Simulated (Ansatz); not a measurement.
WSe2 (P6_3/mmc), PBEsol+D3BJ, rigid bands (Ansatz, a first-principles code): N_c = 3.83e19 cm⁻³ at 300 K and an electron conductivity mass of 0.435 mₑ along x (a = (3.23, 0.00, 0.00) Å; b = (-1.62, 2.80, 0.00) Å; c = (0.00, 0.00, 12.41) Å).

Task: For 1e17 electrons per cm³ at 300 K, place the Fermi level, estimate the Seebeck coefficient of a parabolic band with constant τ, and give mobility and conductivity for τ = 50 fs.

Result: The level lies k_BT ln(N_c/n) = 0.154 eV below the conduction-band minimum. S ≈ −(k_B/e)[ln(N_c/n) + 5/2] = -728 μV/K, against -726 μV/K from the full bands (mean over directions). μ = eτ/m = 202 cm²/(V·s) and σ = neμ = 3.24 S/cm. τ is assumed, not computed.

Band transport and this doping are assumed; polarons and phonon drag are left out. Spin-orbit coupling is left out. Geometry: cell and atoms relaxed with PBEsol+D3(BJ).
